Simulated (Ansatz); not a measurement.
Take NbAs (space group I4_1md, No. 109; a = 3.474 Å, c = 11.749 Å) as the base.

Method: Kohn–Sham DFT with the PBE functional, run in Ansatz (an electronic-structure program) with PAW and 420 eV plane waves, spin-orbit coupling left out.

Before the change:

| Property | Value |
|---|---|
| c/a ratio | 3.382 |
| Lattice parameter a | 3.474 Å |

Perturbation: hydrostatic tension (pressure −1 GPa).

Q: What happens to the c/a ratio?

A: The c/a ratio rises by 0.004, from 3.382 to 3.386.

Q: Estimate the effect on the lattice parameter a.

A: The lattice parameter a increases by 0.006 Å, from 3.474 Å to 3.480 Å.

Load acts through the strain it causes; cell and atoms are relaxed under it. No phonon test of stability was made. All final runs are without spin polarisation.
